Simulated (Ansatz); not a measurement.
The cell is built on a prototype and need not be the phase stable at ambient conditions.

By PBEsol, the system below comes out a metal.

Input:

```
RuP
1.0
    2.91474     0.00000     0.00000
    0.00000     4.12207     0.00000
    0.00000     2.06104     2.06104
Ru P
1 1
Cartesian
  0.00000   0.00000   0.00000
  1.45737   2.06104   0.00000
```

Space group of this cell: Pm-3m, CsCl type. The cell was relaxed by PBE-D3(BJ); by PBEsol its mean pressure is 0.5 GPa.

The current flows along the normal of the first two printed cell vectors. No spin-orbit coupling; the value is a mean over 0.1 eV about the Fermi level.

Give the ballistic conductance per area that PBEsol in Ansatz (a program for electronic structure) yields.

1.4 × 10¹⁵ S/m² for both spins.
